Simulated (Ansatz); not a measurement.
We look at the energy of the reaction as written. Reaction: cell B → cell A. The sign is products less reactants.

Cell A: a sheet of composition In, 1 atom, square cell of 3.00 Å (9.0 Å²), symmetry P4/mmm within 0.02 Å, 0.0 Å thick under 16 Å of vacuum, in-plane vectors relaxed; planes from bottom to top: In; a model cell; spin state with PBE: run without spin, k-point mesh 20×20×1.
```yaml
crystal:
  lattice:
    - [3.00074, 0.00000, 0.00000]
    - [0.00000, 3.00074, 0.00000]
    - [0.00000, 0.00000, 16.00000]
  atoms:
    - { symbol: In, position: [0.00000, 0.00000, 0.50000] }
```

Cell B: a sheet of composition In, 1 atom, hexagonal cell of 3.16 Å (8.7 Å²), symmetry P6/mmm within 0.02 Å, 0.0 Å thick under 16 Å of vacuum, in-plane vectors relaxed; planes from bottom to top: In; a model cell; spin state with PBE: run without spin, k-point mesh 24×24×1.
```xyz
1
Lattice="3.1618 0.0000 0.0000 -1.5809 2.7382 0.0000 0.0000 0.0000 16.0000" Properties=species:S:1:pos:R:3 pbc="T T T"
In     0.0000     0.0000     8.0000
```

All numbers come from Ansatz (a program for electronic structure), plane waves with PAW, its default PAW set, cutoff 420 eV, 500 eV for r2SCAN. The structures are at rest with PBE; other levels are single points on them. Neutral cells; Fermi-Dirac smearing of at most 0.10 eV in the solids, energies taken to zero width. The lattices are those relaxed with PBE, so at other levels the solids can be strained, which adds to the spread. A dispersion term (D3(BJ), or D4 for r2SCAN) was computed beside these levels and is taken off wherever the name lacks it. Static lattices, no vibrational contributions. The runs are scalar-relativistic, without spin-orbit coupling. Cell A has symmetry P4/mmm within 0.02 Å and got no random move, so less symmetric positions, which may lie lower, weren't tried. Cell B has symmetry P6/mmm within 0.02 Å and got no random move, so less symmetric positions, which may lie lower, weren't tried.

Task: Estimate the value that r2SCAN returns for this input.

Result: 0.05 eV, for cell B → cell A.

Task: What do the other levels give, and how wide is the spread?

Result: 
```json
[
 {"Level": "PBE", "value (eV)": "0.06", "less r2SCAN": "0.01"}
]
```

The levels shown span only 0.01 eV, too little to tell them apart.
